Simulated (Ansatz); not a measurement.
The reference is Sb in the A7 type structure (space group R-3m, No. 166; a = 4.328 Å, c = 11.344 Å (hexagonal axes); layered).

All numbers come from r2SCAN+rVV10 (Ansatz, an electronic-structure program), without spin-orbit coupling.

One change was made to it. Results:

| quantity | base | after |
|---|---|---|
| volume per atom | 30.67 Å³ | 25.76 Å³ |
| band gap | zero | zero |
| c/a ratio | 2.621 | 2.437 |

Task: Name the change that was made.
A) pressure 10 GPa
B) pressure −2 GPa
C) pressure 3 GPa

Result: A, pressure 10 GPa. For comparison, the volume per atom in the other runs: pressure 3 GPa gives 28.68 Å³; pressure −2 GPa gives 33.15 Å³.

With Sb present, leaving out spin-orbit coupling can change the band edges. Load acts through the strain it causes; cell and atoms are relaxed under it. No phonon test of stability was made. Competing high-pressure phases were not computed.
